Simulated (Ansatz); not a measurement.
The starting structures come from a database of crystals and need not be the phases stable at ambient conditions.

 Where the default PAW files enter, the runs use the earlier of Ansatz's two default sets.

The decay constant κ of evanescent states in the gap governs leakage through a thin film.

Input:

```
CELL_PARAMETERS angstrom
      4.90399     0.00000     0.00000
      0.00000     5.55589     0.00000
      0.00000    -2.43276     7.90372
ATOMIC_POSITIONS crystal
  Li 0.98940 0.43970 0.60510
  Li 0.48940 0.56030 0.39490
  Li 0.49900 0.30330 0.99320
  Li 0.99900 0.69670 0.00680
  H  0.63350 0.00490 0.44040
  H  0.13350 0.99510 0.55960
  H  0.38550 0.96970 0.30950
  H  0.88550 0.03030 0.69050
  S  0.50260 0.70670 0.79150
  S  0.00260 0.29330 0.20850
  O  0.61260 0.56480 0.62160
  O  0.11260 0.43520 0.37840
  O  0.96300 0.08710 0.59820
  O  0.46300 0.91290 0.40180
  O  0.12390 0.39900 0.07800
  O  0.62390 0.60100 0.92200
  O  0.20030 0.67310 0.79030
  O  0.70030 0.32690 0.20970
  O  0.57530 0.97640 0.82860
  O  0.07530 0.02360 0.17140
```

Space group of this cell: P2_1. The cell is taken as given; by r2SCAN its mean pressure is -3.7 GPa.

Transport runs along the normal of the first two printed cell vectors.

The gap is the functional's own, uncorrected, and κ follows it; spin-orbit coupling is left out. Mid-gap values are interpolated between the computed energies.

Problem. State the band gap and the smallest decay constant κ at mid-gap according to r2SCAN run with Ansatz (a quantum-chemistry and plane-wave program).

Solution. Gap 6.20 eV on a 6×6×4 mesh; κ = 0.555 1/Å, at the zone centre.
